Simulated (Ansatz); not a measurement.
Start from CsPbBr₃ in the cubic perovskite structure (space group Pm-3m, No. 221; a = 5.872 Å). Axes: x, y, z lie along the cube axes.

Structures relaxed with PBEsol (Ansatz, a quantum-chemistry and plane-wave program), without spin-orbit coupling.

Base:

Simulated powder pattern, Cu Kα1, λ = 1.54056 Å (kinematic, ideal powder, no thermal factors, no anomalous dispersion; the 8 strongest lines at most, above 2 %, up to 2θ = 90°):

```json
[
 {"2θ (°)": "15.08", "I/Imax (%)": "37", "hkl": "(100)"},
 {"2θ (°)": "21.38", "I/Imax (%)": "88", "hkl": "(110)"},
 {"2θ (°)": "30.42", "I/Imax (%)": "100", "hkl": "(200)"},
 {"2θ (°)": "37.49", "I/Imax (%)": "43", "hkl": "(211)"},
 {"2θ (°)": "43.56", "I/Imax (%)": "74", "hkl": "(220)"},
 {"2θ (°)": "54.05", "I/Imax (%)": "26", "hkl": "(222)"},
 {"2θ (°)": "71.84", "I/Imax (%)": "34", "hkl": "(420)"},
 {"2θ (°)": "79.98", "I/Imax (%)": "26", "hkl": "(422)"}
]
```

One thing is altered: tensile biaxial strain of 1.80 % in the plane normal to [001], as in epitaxy on a mismatched substrate; the out-of-plane cell vector and the atoms relax.

### Question
Where do the lines fall after the change?

### Answer

Simulated powder pattern, Cu Kα1, λ = 1.54056 Å (kinematic, ideal powder, no thermal factors, no anomalous dispersion; the 8 strongest lines at most, above 2 %, up to 2θ = 90°):

| 2θ (°) | I/Imax (%) | hkl |
|---|---|---|
| 21.00 | 44 | (110) |
| 21.24 | 85 | (101) |
| 29.87 | 100 | (200) |
| 30.55 | 47 | (002) |
| 36.94 | 43 | (211) |
| 42.75 | 37 | (220) |
| 43.26 | 72 | (202) |
| 53.45 | 39 | (222) |

The indices refer to the base's conventional cell; one index is shown for lines that coincide. The space group is now P4/mmm (No. 123).

No phonon test of stability was made. Many cubic perovskites are stable only at high temperature; tilts and polar distortions were not tested. This is not the structure that CsPbBr3 has at room temperature and ambient pressure.
